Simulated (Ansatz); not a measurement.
We consider Ca3P2 (Pm-3m, No. 221, 5 atoms in the cell; start mp-1013547), described by r²SCAN in Ansatz (PAW).

Settings: plane-wave cutoff 560 eV, 6×6×6 k mesh, Fermi–Dirac smearing 0.01 eV, scalar-relativistic PAW data made under PBE.

The cell is the one relaxed with PBEsol. Conventional cell: a = 5.2420 Å, b = 5.2420 Å, c = 5.2420 Å, α = 90.00°, β = 90.00°, γ = 90.00°.

```
Ca3P2
1.0
    5.24195     0.00000     0.00000
    0.00000     5.24195     0.00000
    0.00000     0.00000     5.24195
Ca P
3 2
Cartesian
  0.00000   2.62098   2.62098
  2.62098   0.00000   2.62098
  2.62098   2.62098   0.00000
  0.00000   0.00000   0.00000
  2.62098   2.62098   2.62098
```

Problem. List the 20 lowest band energies at Γ above −25 eV (eV, relative to the valence band maximum), grouping those that round alike.

Solution. At Γ: -22.94 (×3), -22.85 (×3), -22.74 (×3), -10.49, -8.65, -1.73 (×3), 0.00 (×3), 0.95, 1.35 (×2).

Note: cell and atoms aren't relaxed at this level (pressure 1.2 GPa).

A start named mp-… is a Materials Project structure, which need not be a measured phase.

Ansatz is a program for electronic structure.
